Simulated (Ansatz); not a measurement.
**ZnCu, response to strain**

Consider ZnCu in the CsCl type structure (space group Pm-3m, No. 221; a = 2.908 Å; relaxed with 0.1 eV smearing). Axes: x, y, z lie along the cube axes.

Strains are applied to the cell and any free atomic positions relax; under biaxial strain the out-of-plane vector relaxes too.

The values are results of PBEsol (Ansatz, a quantum-chemistry and plane-wave program), no spin-orbit coupling, not measurements.

Notes on the quantities. pressure: mean of the normal stresses, compression positive.

```tsv
variant	pressure	volume per atom
base	0.0 GPa	12.30 Å³
biaxial strain −2.50 %, plane normal [111], relaxed out of plane	5.5 GPa	11.88 Å³
biaxial strain −2.08 %, plane normal [111], relaxed out of plane	4.5 GPa	(withheld)
biaxial strain −1.67 %, plane normal [111], relaxed out of plane	3.6 GPa	12.01 Å³
biaxial strain −0.83 %, plane normal [111], relaxed out of plane	1.7 GPa	12.15 Å³
biaxial strain +0.42 %, plane normal [111], relaxed out of plane	-0.8 GPa	12.38 Å³
biaxial strain +1.25 %, plane normal [111], relaxed out of plane	(withheld)	12.54 Å³
biaxial strain +1.67 %, plane normal [111], relaxed out of plane	-3.2 GPa	12.62 Å³
biaxial strain +2.08 %, plane normal [111], relaxed out of plane	-3.9 GPa	12.70 Å³
biaxial strain +2.50 %, plane normal [111], relaxed out of plane	-4.5 GPa	12.78 Å³
```

Question: Fill in the withheld entries from the trend.

Answer: 
- biaxial strain −2.08 %, plane normal [111], relaxed out of plane, volume per atom: 11.95 Å³
- biaxial strain +1.25 %, plane normal [111], relaxed out of plane, pressure: -2.4 GPa

Whether these cells are dynamically stable was not tested. All final runs are without spin polarisation.
